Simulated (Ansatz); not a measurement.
The reference is HgTe in the zinc blende structure (space group F-43m, No. 216; a = 6.510 Å). Axes: x, y, z lie along the cube axes.

Level of theory: PBEsol in Ansatz (plane waves to 420 eV, PAW, without spin-orbit coupling).

Base values:

The pressure is 0.0 GPa and the shortest interatomic distance is 2.819 Å.

Modification: compressive biaxial strain of 1.00 % in the plane normal to [001], as in epitaxy on a mismatched substrate; the out-of-plane cell vector and the atoms relax.

Q: Predict the new pressure and shortest interatomic distance.

A: The pressure (mean of the normal stresses, compression positive) goes from zero to 0.3 GPa; the shortest interatomic distance falls by 0.006 Å (2.819 Å → 2.813 Å).

A case with no gap was solved on a k-mesh chosen for an insulator, which is coarse for it. No phonon test of stability was made. All final runs are without spin polarisation.

Ansatz is a first-principles code.
